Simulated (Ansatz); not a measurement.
The starting structures come from a database of crystals and need not be the phases stable at ambient conditions.

The decay constant κ of evanescent states in the gap governs leakage through a thin film.

Data:

```yaml
crystal:
  lattice:
    - [5.62797, 0.00000, 0.00000]
    - [0.00000, 12.28783, 0.00000]
    - [2.81399, 0.00000, 4.87396]
  atoms:
    - { symbol: K, position: [0.00000, 0.00000, 0.00000] }
    - { symbol: K, position: [0.00000, 0.50000, 0.00000] }
    - { symbol: K, position: [0.33333, 0.75000, 0.33333] }
    - { symbol: K, position: [0.66667, 0.25000, 0.66667] }
    - { symbol: Te, position: [0.33333, 0.36461, 0.33333] }
    - { symbol: Te, position: [0.66667, 0.63539, 0.66667] }
    - { symbol: Te, position: [0.66667, 0.86461, 0.66667] }
    - { symbol: Te, position: [0.33333, 0.13539, 0.33333] }
```

Space group of this cell: P6_3/mmc. The cell is taken as given.

Transport runs along the normal of the first two printed cell vectors, the (100) plane of the conventional cell.

No gap correction and no spin-orbit coupling; mid-gap values are interpolated between computed energies.

Problem. Predict the band gap and the smallest decay constant κ at mid-gap from r2SCAN run with Ansatz (a quantum-chemistry and plane-wave program).

Solution. Gap 0.99 eV on a 6×4×6 mesh; κ = 0.164 1/Å, at the zone centre.
